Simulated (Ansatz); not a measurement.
Start from ZnSe in the zinc blende structure (space group F-43m, No. 216; a = 5.733 Å).

Structures relaxed with DFT with PBE, PAW potentials and a 420 eV plane-wave cutoff in Ansatz (an electronic-structure program), spin-orbit coupling left out, earlier PAW set.

Base:

Simulated powder pattern, Cu Kα1, λ = 1.54056 Å (kinematic, ideal powder, no thermal factors, no anomalous dispersion; the 10 strongest lines at most, above 2 %, up to 2θ = 90°):

| 2θ (°) | I/Imax (%) | hkl |
|---|---|---|
| 26.91 | 100 | (111) |
| 44.67 | 74 | (220) |
| 52.93 | 44 | (311) |
| 65.02 | 12 | (400) |
| 71.70 | 17 | (331) |
| 82.33 | 24 | (422) |
| 88.56 | 13 | (511) |

It is then changed as follows: every lattice vector is stretched by 0.87 %, atoms relaxed at fixed cell.

Question: How do the reflections move or split?

Answer: 
Simulated powder pattern, Cu Kα1, λ = 1.54056 Å (kinematic, ideal powder, no thermal factors, no anomalous dispersion; the 10 strongest lines at most, above 2 %, up to 2θ = 90°):

```tsv
2θ (°)	I/Imax (%)	hkl
26.68	100	(111)
44.26	74	(220)
52.43	45	(311)
64.39	12	(400)
70.99	17	(331)
81.47	24	(422)
87.60	13	(333)
```

The indices refer to the base's conventional cell; one index is shown for lines that coincide.

The cells carry an imposed strain or load. Stability against distortions was not tested.
